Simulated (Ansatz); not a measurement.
Consider Si in the diamond structure (space group Fd-3m, No. 227; a = 5.4441 Å).

Modification: cell and atoms relaxed at a pressure of 10 GPa.

Levels (all Ansatz, a first-principles code, PAW, earlier PAW set): r2SCAN (500 eV, spin-orbit coupling left out); HSE06 (420 eV, no spin-orbit coupling).

The geometry is relaxed with r2SCAN.

* **r2SCAN lowest conduction level above the VBM at special points**: X 0.74 eV; K 1.30 eV; U 1.30 eV; Γ 2.77 eV

### Question
How does going to HSE06 change the lowest conduction level above the VBM at special points?

### Answer
The lowest conduction level above the VBM at special points changes from X 0.74 eV; K 1.30 eV; U 1.30 eV; Γ 2.77 eV to X 1.11 eV; K 1.68 eV; U 1.68 eV; Γ 3.35 eV.

Single points use the geometry relaxed with r2SCAN. Their cutoffs differ, which shifts pressures a little. The hybrid gap comes from the SCF mesh plus the semilocal run's edge points and a few special points and is an upper bound. The levels and masses belong to the bands next to the band gap. Load acts through the strain it causes; cell and atoms are relaxed under it. Whether these cells are dynamically stable was not tested. Tetrahedral semiconductors of this kind turn to denser phases somewhere between about 1 and 50 GPa; those were not computed, so compressed cells here can lie past the real transition.
